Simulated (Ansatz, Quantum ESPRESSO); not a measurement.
**One structure in several programs: Ag (Fm-3m, 1 atom in the cell)**

Self-consistent single point.

```
Ag
1.0
    0.00000     2.06080     2.06080
    2.06080     0.00000     2.06080
    2.06080     2.06080     0.00000
Ag
1
Direct
  0.00000   0.00000   0.00000
```

Shared settings, as Ansatz (a program for electronic structure) writes them: kpoints.mp_grid.grid = 9 9 9; magnetization.spin_orbit = true; scf.occupations.method = gaussian; scf.occupations.width = 0.272 eV. Potentials and cutoffs stand in the table.

| code | model | pressure (GPa) | cutoff |
|---|---|---|---|
| Ansatz | PBE with spin-orbit coupling, default PAW files | 1.42 | default |
| Quantum ESPRESSO | PBE, spin-orbit coupling, PseudoDojo fully relativistic norm-conserving (PBE) pseudopotentials | 1.59 | 85 Ry |

The spread over the programs that give each value: pressure within 0.17 GPa.

Ansatz's pressure is given at a fixed set of plane waves, as the other plane-wave codes print theirs; with its correction for the finite basis it is 1.49 GPa.

The starting cell comes from a database of computed structures (which also holds hypothetical and non-ambient phases and stackings), without a prior relaxation at this level. Its lattice was rescaled by a random factor within 2.5 % of one.

Left out of this page: ABINIT (failed or unconverged); Elk, FLEUR and SIESTA (not drawn, or without a comparable value).

Keys are those of Ansatz 0.2.
